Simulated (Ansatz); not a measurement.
Output of an Ansatz run (abridged):

```
WARN ansatz: RAYON_NUM_THREADS=1 ignored (pool sized by the plan → 1); use --threads N
Pseudopotentials: kind: paw
Pseudopotential: La, paw, valence charge 11
Pseudopotential: Al, paw, valence charge 3
Crystal: 6 atoms, lattice volume = 132.285 Å³
Basis set: ecut = 420 eV, 2637 PW (Γ), exchange–correlation on 80×80×80 points (8 copies of the dense FFT grid, shifted against one another)
Bands: 23, of which v1, the nominal top of the filled ones, is band 17 counted from 1 (16 counted from 0)
Symmetry: 6 space group operations
Space group: R3m (ITA 160), of the structure as read, at distance tolerance 5.1e-5 Å
k-points: 32 of 216 (time reversal used)
PAW frozen core: La, regenerated for the run's functional, and the local potential with it
PAW frozen core: Al, regenerated for the run's functional, and the local potential with it
Initial density: superposition of atomic densities (neutral atoms: chi_scale 0, normalization atom), corrected by the library's trained network
Initial wavefunctions: pseudopotential atomic-orbital guess
Eigensolver: davidson
Functional: x = pbesol(κ = 0.804, μ = 0.12345679012345678), c = pbesol(β = 0.046)
SCF iter   1: F=—  HF=-14423.808458 eV  |F-HF|=—  |Δ(HF+E_count)|=         —  Δρ=2.44e-3  dr2=8.06e-3  ethr=1.77e-3  ⟨swp⟩=6.8  Hψ=4080  notcnv=0
all-band conjugate gradients solve this SCF's bands
preconditioner: auto → Kerker (q_TF=auto, 2.175 Å⁻¹)
SCF iter   2: F=—  HF=-14423.805736 eV  |F-HF|=—  |Δ(HF+E_count)|=   2.72e-3  Δρ=1.42e-3  dr2=2.36e-3  ethr=2.37e-5  ⟨swp⟩=2.0  Hψ=1367  notcnv=0
SCF iter   3: F=—  HF=-14423.805669 eV  |F-HF|=—  |Δ(HF+E_count)|=   6.71e-5  Δρ=2.92e-4  dr2=2.33e-4  ethr=6.93e-6  ⟨swp⟩=2.0  Hψ=1233  notcnv=0
SCF iter   4: F=—  HF=-14423.805642 eV  |F-HF|=—  |Δ(HF+E_count)|=   2.71e-5  Δρ=9.64e-5  dr2=2.78e-5  ethr=6.86e-7  ⟨swp⟩=2.2  Hψ=884  notcnv=0
SCF iter   5: F=—  HF=-14423.805689 eV  |F-HF|=—  |Δ(HF+E_count)|=   4.67e-5  Δρ=1.36e-5  dr2=4.05e-7  ethr=8.18e-8  ⟨swp⟩=2.1  Hψ=997  notcnv=0
SCF iter   6: F=-14423.805689 eV  HF=-14423.805689 eV  |F-HF|=1.36e-9  |Δ(HF+E_count)|=   2.29e-8  Δρ=2.46e-6  dr2=7.30e-9  ethr=2.94e-10  ⟨swp⟩=8.7  Hψ=3757  notcnv=0
SCF 1 converged in 6 iterations: F = -14423.805689 eV  dr2 = 7.30e-9
SCF converged after 6 iterations
Free energy (F): -14423.805689 eV
Harris-Foulkes:  -14423.805689 eV  (|F-HF|=1.36e-9)
Internal energy: -14423.684309 eV  (E = F + TS)
E sigma→0 (E₀):  -14423.744999 eV
Entropy (-TS):   -0.121379 eV (-20.230 meV/atom)
Fermi energy:    9.988853 eV
--- Per-component energies (eV) ---
  E_band       = -41.164029
  E_kinetic    = 477.534029
  E_local      = -743.436211  (includes V_loc(G=0)·N_el)
  E_nonlocal   = 235.511275
  E_hartree    = 272.802489
  E_xc         = -435.018201
  E_vxc        = -412.122454  (∫ρ·V_xc dr)
  E_paw        = -12476.381590  (= ΣΔE_a)
  E_vpaw       = -144.255179  (= ΣTr[D̂ρ^β])
  E_aug_tail   = -0.000011  (compensation charges beyond the density's cutoff)
  E_ewald      = -1755.111663
  E_core_change = 0.415575  (= ΣΔE_core)
  E_smearing   = -0.121379  (= −TS)
  E_closure    = -0.000000  (closes the sum)
  Σ components = -14423.805689   (vs F -14423.805689, Δ=0.00e0)
--- Forces (eV/Å), atoms counted from 1 ---
  atom   1  La    -0.12977469    -0.12977469    -0.12977469
  atom   2  La     0.01700521     0.01700521     0.01700521
  atom   3  Al     0.01268387     0.01268387     0.01268387
  atom   4  Al     0.04364359     0.02822055     0.02822055
  atom   5  Al     0.02822055     0.02822055     0.04364359
  atom   6  Al     0.02822055     0.04364359     0.02822055
  max |Σ_I F_I| component: 9.31e-7 eV/Å
--- Stress (GPa, compression-positive) ---
       -0.676827      -0.075851      -0.075851
       -0.075851      -0.676827      -0.075851
       -0.075851      -0.075851      -0.676827
  P = ⅓ Tr σ = -0.6768 GPa (-6.768 kbar)
  The stress holds the Pulay correction. Without it, at fixed plane waves, as pw.x and ABINIT print it: P = -0.7085 GPa
--- Band table (eV; the first three rows and the last of 32) ---
  k-point 0: bands = ["-22.5709", "-22.2840", "-6.6409", "-6.5546", "-6.5546", "-5.9837", "-5.9837", "-5.9249", "1.4098", "6.4562", "7.0108", "7.0108", "7.0778", "7.5692", "7.5692", "7.9734", "8.0252", "8.0252", "11.1913", "11.8527", "11.8527", [...]
  k-point 1: bands = ["-22.5575", "-22.2978", "-6.6638", "-6.5814", "-6.5786", "-5.9760", "-5.9554", "-5.8994", "1.6441", "5.5018", "6.5684", "6.5759", "7.3494", "8.0122", "8.0383", "8.3719", "8.3990", "8.4941", "11.5111", "11.6290", "11.6548", [...]
  k-point 2: bands = ["-22.5251", "-22.3311", "-6.7058", "-6.6347", "-6.6285", "-5.9493", "-5.9055", "-5.8510", "2.2372", "4.4026", "6.1942", "6.2197", "7.0979", "8.2128", "8.2267", "9.4441", "9.5194", "10.0146", "10.9777", "11.2864", "11.3159", [...]
  k-point 31: bands = ["-22.4887", "-22.3686", "-6.7103", "-6.6648", "-6.6648", "-5.9071", "-5.8636", "-5.8636", "2.7358", "3.7159", "6.0784", "6.0784", "7.1502", "8.2817", "8.2817", "9.8747", "10.1047", "10.1047", "11.1902", "11.1902", "11.8130", [...]
```

The structure:

```xyz
6
Lattice="0.0000 4.0441 4.0441 4.0441 0.0000 4.0441 4.0441 4.0441 0.0000" Properties=species:S:1:pos:R:3 pbc="T T T"
La     0.0289     0.0289     0.0289
La     2.0221     2.0221     2.0221
Al     5.0552     5.0552     5.0552
Al     5.0552     3.0331     3.0331
Al     3.0331     3.0331     5.0552
Al     3.0331     5.0552     3.0331
```

Question: What input produced this log?

Answer: Other spellings and defaults could give the same log, and not every line can be read from it. The input that was run (DFT, PBEsol, plane waves, default PAW files made with PBE):

Ansatz 0.2 input:
```yaml
crystal:
  lattice:
    - [0.000000, 4.044143, 4.044143]
    - [4.044143, 0.000000, 4.044143]
    - [4.044143, 4.044143, 0.000000]
  atoms:
    - { symbol: La, position: [0.003569, 0.003569, 0.003569] }
    - { symbol: La, position: [0.250000, 0.250000, 0.250000] }
    - { symbol: Al, position: [0.625000, 0.625000, 0.625000] }
    - { symbol: Al, position: [0.125000, 0.625000, 0.625000] }
    - { symbol: Al, position: [0.625000, 0.625000, 0.125000] }
    - { symbol: Al, position: [0.625000, 0.125000, 0.625000] }
basis:
  ecutwfc: 420.0 eV
kpoints:
  mp_grid: { grid: [6, 6, 6] }
hamiltonian:
  xc: pbesol
  pseudopotentials: { kind: paw }
scf:
  occupations: { method: fermi_dirac, width: 0.1 eV }
output:
  forces: true
  eigenvalues: true
  stress: true
```

The starting cell comes from a database of computed structures (which also holds hypothetical and non-ambient phases and stackings), without a prior relaxation at this level. Its lattice was rescaled by up to half a per cent. One atom was moved a little off its site on purpose. Ansatz's pressure includes its estimate of the finite-basis (Pulay) stress.

Ansatz is a program for electronic structure.
